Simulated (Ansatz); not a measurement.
Pressure series in TiO2

Take TiO$_{2}$ in the anatase structure (space group I4_1/amd, No. 141; a = 3.7988 Å, c = 9.7007 Å) as the base.

Cell and atoms are relaxed at each pressure.

Calculations: PBE/PAW in Ansatz (a first-principles code), scalar-relativistic without spin-orbit coupling.

Candidates:
(a) pressure 0.9 GPa
(b) pressure −2 GPa
(c) pressure −1 GPa

For the base:

- c/a ratio = 2.554

**Question.** Order them by c/a ratio, lowest first.

**Answer.** (a) pressure 0.9 GPa (2.547), (c) pressure −1 GPa (2.561), (b) pressure −2 GPa (2.567)

Load acts through the strain it causes; cell and atoms are relaxed under it. Stability against distortions was not tested. All final runs are without spin polarisation.
